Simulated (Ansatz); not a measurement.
Base system: Mg2Ge in the anti-fluorite structure (space group Fm-3m, No. 225).

Mg₂Ge is taken in the cubic space group Fm-3m (No. 225), the anti-fluorite structure, Pearson symbol cF12. Cell: a = 6.421 Å, b = 6.421 Å, c = 6.421 Å, α = 90.00°, β = 90.00°, γ = 90.00°. Mg on 8c has 4 Ge at 2.780 Å (tetrahedral). Ge on 4a has 8 Mg at 2.780 Å (cubic). (Neighbours: up to the widest gap in distance over summed covalent radii, below 1.35, at either atom; cation-cation and far metal-metal contacts left out.)
(The calculation used a cell of 3 atoms; values per cell refer to that cell.)

Method: PBE (Ansatz, an electronic-structure program, PAW, no spin-orbit coupling).

Before the change:

The valley order comes out as X along ⟨100⟩ 0.17 eV; L along ⟨111⟩ 0.94 eV; Γ 0.95 eV.

One thing is altered: hydrostatic tension (pressure −2 GPa).

### Question
How does this affect the valley order?

### Answer
The valley order (the lowest conduction-band minima on the path, energy above the VBM, named in the base's zone) goes from X along ⟨100⟩ 0.17 eV; L along ⟨111⟩ 0.94 eV; Γ 0.95 eV to X along ⟨100⟩ 0.20 eV; Γ 0.71 eV; L along ⟨111⟩ 0.76 eV.

Load acts through the strain it causes; cell and atoms are relaxed under it. No phonon test of stability was made. The zero or small gap of Mg2Ge can change with the level of theory.
